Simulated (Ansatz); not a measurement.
Terminations of the (111) surface of fcc Pt, measured from the surface 'clean 1x1'. Atoms come from or go to: Al: fcc Al, Au: fcc Au, Ga: alpha gallium, Ge: germanium, I: ½ I2(g), Mn: fcc-type Mn, layered antiferromagnet, Pb: fcc Pb, Pt: fcc Pt, Rh: fcc Rh, Sc: hcp Sc, W: bcc W. ΔE is the energy of forming the row's surface from that one (negative: more stable at these reservoirs); the vacuum level's shift is aligned on the shared bottom. No zero-point or thermal terms. These are constructed structures in small cells; real faces may alloy, dewet or reconstruct in larger ones, and not all known structures of the face are among them. Slabs of about 11 Å with all that they carry, Fermi-Dirac smearing of 0.1 eV. Bottom of the slabs: a bare face, its two planes held. Relaxed from the named starts with such symmetry as they have, on meshes of like density; energies extrapolated to zero smearing; no spin-orbit coupling, no U. Spin-polarised runs, if any, are marked in brackets, and their order is one that fits the cell; the others ran without spin. A dash marks a value that is undefined for that row (no clear gap, or no work function of a gapped slab) or was not read reliably on its mesh.

Level of theory: PBE (plane waves to 420 eV, PAW; Ansatz, a program for electronic structure).

| surface | atoms added per 1x1 | ΔE per 1x1 (eV) | shift of the vacuum level (eV) | work function (eV) |
|---|---|---|---|---|
| (√3x√3)R30° layer of I, one a cell, on the site that continues the host's stacking | +0.333 I | (withheld) | -1.33 | 4.36 |
| (√3x√3)R30° surface alloy, Mn on one Pt site of the top plane [spin, 4.1 μB a cell] | +0.333 Mn, -0.333 Pt | (withheld) | -0.46 | 5.24 |
| a layer of Au in place of the second plane | +1 Au, -1 Pt | 0.03 | 0.14 | 5.83 |
| a pseudomorphic layer of Ge in the host's stacking | +1 Ge | -0.60 | -1.27 | 4.41 |
| top plane shifted to the other hollow | none | (withheld) | 0.02 | 5.72 |
| a pseudomorphic layer of Sc in the host's stacking | +1 Sc | -0.41 | -1.62 | 4.05 |
| p(2x2) layer of Pb, one a cell, on the site that continues the host's stacking | +0.25 Pb | -0.38 | -1.84 | 3.84 |
| a layer of Sc in place of the second plane | -1 Pt, +1 Sc | (withheld) | -1.11 | 4.60 |
| a layer of W in place of the second plane | -1 Pt, +1 W | (withheld) | -1.03 | 4.70 |
| (√3x√3)R30° surface alloy, Al on one Pt site of the top plane | +0.333 Al, -0.333 Pt | -0.73 | -0.37 | 5.32 |
| a pseudomorphic layer of Ga in the host's stacking | +1 Ga | -0.81 | -1.12 | 4.56 |
| a layer of Rh in place of the second plane | -1 Pt, +1 Rh | -0.02 | -0.20 | 5.50 |

Complete the blanks.


- (√3x√3)R30° layer of I, one a cell, on the site that continues the host's stacking, ΔE per 1x1 (eV): -0.44
- (√3x√3)R30° surface alloy, Mn on one Pt site of the top plane [spin, 4.1 μB a cell], ΔE per 1x1 (eV): -0.26
- top plane shifted to the other hollow, ΔE per 1x1 (eV): 0.06
- a layer of Sc in place of the second plane, ΔE per 1x1 (eV): -1.76
- a layer of W in place of the second plane, ΔE per 1x1 (eV): -0.58
